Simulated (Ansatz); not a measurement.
Converging the plane-wave cutoff: TiAlNi6 (P4mm, 8 atoms in the cell)

```
TiAlNi6
1.0
    3.57898     0.00000     0.00000
    0.00000     3.57898     0.00000
    0.00000     0.00000     7.05770
Ti Al Ni
1 1 6
Direct
  0.00000   0.00000   0.50708
  0.00000   0.00000   0.00000
  0.50000   0.50000   0.00000
  0.50000   0.50000   0.50000
  0.50000   0.00000   0.24692
  0.50000   0.00000   0.75308
  0.00000   0.50000   0.24692
  0.00000   0.50000   0.75308
```
Moments meant for the start (each program seeds them in its own way; μB, in the order of the atoms Ti Al Ni Ni Ni Ni Ni Ni): 0.0 0.0 2.0 2.0 2.0 2.0 2.0 2.0.

Method of the run: PBEsol, default PAW files made with PBE (plane waves; Ansatz, a first-principles code).

Base settings: basis.ecutwfc = 420 eV; kpoints.mp_grid.grid = 3 3 2; hamiltonian.xc = pbesol; hamiltonian.pseudopotentials = {kind: paw} (the program's default PAW files); magnetization.spin_polarized = true; scf.occupations.method = gaussian; scf.occupations.width = 0.1 eV.

The second cell is the first with its lattice scaled by 0.98.

The mesh stays at the base's, so the ladder's end is converged at best in this setting alone.

The first pressure column holds Ansatz's estimate of the finite-basis (Pulay) stress, which hides part of the cutoff error; the other is without it.

Only quantities that move along the ladder and can be compared are tabulated.

The count of work is k-points × plane waves × bands × iterations; it is no time. Core times come from one kind of shared machine, to one figure; runs under 30 s give none.

The starting cell comes from a database of computed structures (which also holds hypothetical and non-ambient phases and stackings), without a prior relaxation at this level. Its lattice was rescaled by up to half a per cent. One atom was moved a little off its site on purpose. The moments shrank to a small part of their start, a low-spin state that need not be the lowest. The program warned that a starting moment was not kept. In the base run, with a pressure of about -4 GPa the cell is away from its equilibrium volume at this level. Without a gap this mesh is coarse (it stands for a supercell whose shortest vector is 11 Å).

| basis.ecutwfc | free energy less the last step's (meV/atom) | energy of the compressed cell less the first (meV/atom) | pressure (GPa) | pressure without the Pulay estimate (GPa) | largest difference of a force vector from the last step's (eV/Å) | count of work / last | core time / last (rough) |
|---|---|---|---|---|---|---|---|
| 145 eV | 79658.61 | 3823.36 | 47.95 | -3981.48 | 5.330 | 0.014 | – |
| 170 eV | 34319.84 | -342.08 | -19.54 | -1965.25 | 3.131 | 0.021 | – |
| 190 eV | 17412.28 | -989.05 | -51.79 | -1097.26 | 1.405 | 0.023 | – |
| 210 eV | 8756.16 | -229.96 | -25.97 | -611.37 | 1.130 | 0.026 | – |
| 230 eV | 4344.21 | 71.54 | -1.59 | -337.57 | 0.525 | 0.095 | – |
| 250 eV | 2126.10 | -35.39 | 7.02 | -186.75 | 0.351 | 0.10 | – |
| 295 eV | 318.38 | 12.92 | -0.34 | -41.81 | 0.070 | 0.22 | 0.4 |
| 335 eV | 42.26 | 10.47 | -3.70 | -11.02 | 0.012 | 0.19 | – |
| 380 eV | 4.09 | 9.24 | -4.04 | -4.63 | 0.000 | 0.23 | – |
| 420 eV | 1.92 | 9.37 | -4.04 | -4.09 | 0.000 | 0.28 | – |
| 460 eV | 1.40 | 9.33 | -4.05 | -4.11 | 0.000 | 0.31 | 0.4 |
| 505 eV | 0.88 | 9.32 | -4.05 | -4.09 | 0.000 | 0.37 | 0.4 |
| 565 eV | 0.66 | 9.29 | -4.05 | -4.07 | 0.000 | 0.40 | 0.5 |
| 630 eV | 0.44 | 9.27 | -4.06 | -4.08 | 0.000 | 0.49 | 0.4 |
| 840 eV | 0.08 | 9.25 | -4.06 | -4.07 | 0.000 | 0.78 | 0.5 |
| 1010 eV | 0.00 | 9.25 | -4.07 | -4.07 | 0.000 | 1.0 | 1 |

Coarsest basis.ecutwfc that holds the pressure without the Pulay estimate within 0.1 GPa of the last step, with all finer ones: 420 eV, at 0.28 of the last step's count of work; the step before is off by 0.56 GPa.

Coarsest basis.ecutwfc that holds the energy of the compressed cell less the first within 0.2 meV/atom of the last step, with all finer ones: 380 eV, at 0.23 of the last step's count of work; the step before is off by 1.2 meV/atom.

Coarsest basis.ecutwfc that holds the pressure within 0.5 GPa of the last step, with all finer ones: 335 eV, at 0.19 of the last step's count of work; the step before is off by 3.7 GPa.

The energy difference between the two cells stays within 1 meV/atom of the last step's from 380 eV on, the total only from 505 eV on: much of the error is common to both cells and cancels.

At the lowest cutoff the pressure without the Pulay estimate lies 3980 GPa under the last step's, the usual sign of Pulay stress in an incomplete plane-wave basis.

Keys are those of Ansatz 0.2.
